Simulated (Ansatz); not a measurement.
Ansatz (a program for electronic structure) run on CoGe (P2_13, 8 atoms in the cell): self-consistent single point

Method: LDA (PW92), default PAW files made with PBE (plane waves; Ansatz).

Input:

Ansatz 0.2 input:
```yaml
# CoGe
crystal:
  lattice:
    - [4.593208, 0.000000, 0.000000]
    - [0.000000, 4.593208, 0.000000]
    - [0.000000, 0.000000, 4.593208]
  atoms:
    - { symbol: Co, position: [0.136830, 0.136830, 0.136830] }
    - { symbol: Co, position: [0.363170, 0.863170, 0.636830] }
    - { symbol: Co, position: [0.636830, 0.363170, 0.863170] }
    - { symbol: Co, position: [0.863170, 0.636830, 0.363170] }
    - { symbol: Ge, position: [0.839810, 0.839810, 0.839810] }
    - { symbol: Ge, position: [0.660190, 0.160190, 0.339810] }
    - { symbol: Ge, position: [0.339810, 0.660190, 0.160190] }
    - { symbol: Ge, position: [0.160190, 0.339810, 0.660190] }
basis:
  ecutwfc: 420.0 eV
kpoints:
  mp_grid:
    grid: [7, 7, 7]
hamiltonian:
  xc: lda
  pseudopotentials:
    kind: paw
scf:
  occupations:
    method: fermi_dirac
    width: 0.1 eV
output:
  forces: true
  eigenvalues: true
  stress: true
```

Output, abridged:

```
WARN ansatz: RAYON_NUM_THREADS=1 ignored (pool sized by the plan → 1); use --threads N
Pseudopotentials: kind: paw
Pseudopotential: Co, paw, valence charge 17
Pseudopotential: Ge, paw, valence charge 14
Crystal: 8 atoms, lattice volume = 96.905 Å³
Basis set: ecut = 420 eV, 1863 PW (Γ)
Bands: 75, of which v1, the nominal top of the filled ones, is band 62 counted from 1 (61 counted from 0)
Symmetry: 12 space group operations
Space group: P213 (ITA 198), of the structure as read, at distance tolerance 4.6e-5 Å
k-points: 24 of 343 (time reversal used)
PAW frozen core: Co, regenerated for the run's functional, and the local potential with it
PAW frozen core: Ge, regenerated for the run's functional, and the local potential with it
Initial density: superposition of atomic densities (neutral atoms: chi_scale 0, normalization atom), corrected by the library's trained network
Initial wavefunctions: pseudopotential atomic-orbital guess
Eigensolver: davidson
Functional: x = slater, c = lda
SCF iter   1: F=—  HF=-37116.546429 eV  |F-HF|=—  |Δ(HF+E_count)|=         —  Δρ=1.92e-2  dr2=1.64e-1  ethr=1.77e-3  ⟨swp⟩=5.4  Hψ=5844  notcnv=0  defer=42
all-band conjugate gradients solve this SCF's bands
preconditioner: auto → Kerker (q_TF=auto, 2.843 Å⁻¹)
SCF iter   2: F=—  HF=-37116.521103 eV  |F-HF|=—  |Δ(HF+E_count)|=   2.53e-2  Δρ=6.69e-3  dr2=2.22e-2  ethr=1.32e-4  ⟨swp⟩=3.0  Hψ=3110  notcnv=0  defer=52
SCF iter   3: F=—  HF=-37116.518060 eV  |F-HF|=—  |Δ(HF+E_count)|=   3.04e-3  Δρ=1.67e-3  dr2=1.69e-3  ethr=1.79e-5  ⟨swp⟩=1.0  Hψ=1738  notcnv=0  defer=52
SCF iter   4: F=—  HF=-37116.517682 eV  |F-HF|=—  |Δ(HF+E_count)|=   3.79e-4  Δρ=5.13e-4  dr2=2.75e-4  ethr=1.36e-6  ⟨swp⟩=2.1  Hψ=2498  notcnv=0  defer=52
SCF iter   5: F=—  HF=-37116.517606 eV  |F-HF|=—  |Δ(HF+E_count)|=   7.55e-5  Δρ=2.81e-4  dr2=6.46e-5  ethr=2.22e-7  ⟨swp⟩=2.0  Hψ=2579  notcnv=0  defer=52
SCF iter   6: F=—  HF=-37116.517591 eV  |F-HF|=—  |Δ(HF+E_count)|=   1.56e-5  Δρ=7.32e-5  dr2=2.54e-6  ethr=5.21e-8  ⟨swp⟩=3.0  Hψ=3038  notcnv=0  defer=52
SCF iter   7: F=—  HF=-37116.517591 eV  |F-HF|=—  |Δ(HF+E_count)|=   7.49e-7  Δρ=2.31e-5  dr2=3.34e-7  ethr=2.05e-9  ⟨swp⟩=2.0  Hψ=3230  notcnv=0  defer=52
SCF iter   8: F=-37116.517591 eV  HF=-37116.517591 eV  |F-HF|=3.58e-8  |Δ(HF+E_count)|=   9.32e-8  Δρ=7.57e-6  dr2=4.09e-8  ethr=8.06e-11  ⟨swp⟩=8.7  Hψ=7369  notcnv=0
SCF 1 converged in 8 iterations: F = -37116.517591 eV  dr2 = 4.09e-8
SCF converged after 8 iterations
Free energy (F): -37116.517591 eV
Harris-Foulkes:  -37116.517591 eV  (|F-HF|=3.58e-8)
Internal energy: -37116.403801 eV  (E = F + TS)
E sigma→0 (E₀):  -37116.460696 eV
Entropy (-TS):   -0.113791 eV (-14.224 meV/atom)
Fermi energy:    17.316062 eV
--- Per-component energies (eV) ---
  E_band       = -1172.733085
  E_kinetic    = 2282.622391
  E_local      = -19426.449591  (includes V_loc(G=0)·N_el)
  E_nonlocal   = 3548.481739
  E_hartree    = 8382.876422
  E_xc         = -938.108858
  E_vxc        = -1088.153009  (∫ρ·V_xc dr)
  E_paw        = -13592.634754  (= ΣΔE_a)
  E_vpaw       = -3254.998449  (= ΣTr[D̂ρ^β])
  E_aug_tail   = 0.001098  (compensation charges beyond the density's cutoff)
  E_ewald      = -17382.498556
  E_core_change = 9.306307  (= ΣΔE_core)
  E_smearing   = -0.113791  (= −TS)
  E_closure    = -0.000000  (closes the sum)
  Σ components = -37116.517591   (vs F -37116.517591, Δ=0.00e0)
--- Forces (eV/Å), atoms counted from 1 ---
  atom   1  Co    -0.05977808    -0.05977808    -0.05977808
  atom   2  Co     0.05977808     0.05977808    -0.05977808
  atom   3  Co    -0.05977808     0.05977808     0.05977808
  atom   4  Co     0.05977808    -0.05977808     0.05977808
  atom   5  Ge    -0.05597992    -0.05597992    -0.05597992
  atom   6  Ge     0.05597992     0.05597992    -0.05597992
  atom   7  Ge    -0.05597992     0.05597992     0.05597992
  atom   8  Ge     0.05597992    -0.05597992     0.05597992
  max |Σ_I F_I| component: 1.39e-16 eV/Å
--- Stress (GPa, compression-positive) ---
       -8.228796      -0.000000       0.000000
       -0.000000      -8.228796       0.000000
        0.000000       0.000000      -8.228796
  P = ⅓ Tr σ = -8.2288 GPa (-82.288 kbar)
  The stress holds the Pulay correction. Without it, at fixed plane waves, as pw.x and ABINIT print it: P = -8.3628 GPa
--- Band table (eV; the first three rows and the last of 24) ---
  k-point 0: bands = ["-76.6158", "-76.6083", "-76.6083", "-76.6083", "-40.4093", "-40.4093", "-40.4093", "-40.3806", "-40.3392", "-40.3392", "-40.3392", "-40.3129", "-40.3129", "-40.3024", "-40.3024", "-40.3024", "-7.6411", "-7.6411", "-7.6411", [...]
  k-point 1: bands = ["-76.6156", "-76.6094", "-76.6082", "-76.6077", "-40.4122", "-40.4098", "-40.4051", "-40.3816", "-40.3439", "-40.3405", "-40.3331", "-40.3126", "-40.3115", "-40.3037", "-40.3035", "-40.3017", "-7.6427", "-7.6399", "-7.6398", [...]
  k-point 2: bands = ["-76.6148", "-76.6107", "-76.6080", "-76.6074", "-40.4136", "-40.4110", "-40.3999", "-40.3845", "-40.3466", "-40.3434", "-40.3262", "-40.3120", "-40.3085", "-40.3063", "-40.3054", "-40.3019", "-7.6429", "-7.6376", "-7.6368", [...]
  k-point 23: bands = ["-76.6110", "-76.6108", "-76.6096", "-76.6094", "-40.4063", "-40.4056", "-40.4016", "-40.4006", "-40.3388", "-40.3377", "-40.3321", "-40.3308", "-40.3032", "-40.3028", "-40.3004", "-40.3001", "-7.6229", "-7.6221", "-7.6177", [...]
```

The run converged in 8 iterations.

The starting cell comes from a database of computed structures (which also holds hypothetical and non-ambient phases and stackings), without a prior relaxation at this level. Its lattice was rescaled by up to half a per cent. Spin polarisation is off. With a pressure of about -8 GPa the cell is away from its equilibrium volume at this level. Ansatz's pressure includes its estimate of the finite-basis (Pulay) stress.
